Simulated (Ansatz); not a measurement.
The starting structures come from a database of crystals and need not be the phases stable at ambient conditions.

 Where the default PAW files enter, the runs use the earlier of Ansatz's two default sets.

Tunnelling through a barrier is set by its complex band structure: the current falls as exp(−2κd) with the smallest κ.

Input:

```
CdMgTe2
1.0
    4.70589     0.00000     0.00000
    0.00000     4.70589     0.00000
    0.00000     0.00000     6.49047
Mg Cd Te
1 1 2
Cartesian
  2.35295   2.35295   3.24523
  0.00000   0.00000   0.00000
  0.00000   2.35295   1.65799
  2.35295   0.00000   4.83248
```

Space group of this cell: P-4m2. The cell is strained (lengths across the current scaled by 1.02, ions clamped); by PBEsol its mean pressure is -2.1 GPa.

Transport runs along the normal of the first two printed cell vectors, the (001) (indices of the unstrained crystal) plane of the conventional cell.

No gap correction and no spin-orbit coupling; mid-gap values are interpolated between computed energies.

Give the band gap and the smallest decay constant κ at mid-gap that PBEsol (Ansatz, a program for electronic structure) yields.

Gap 1.21 eV on a 6×6×6 mesh; κ = 0.097 1/Å, at the zone centre.
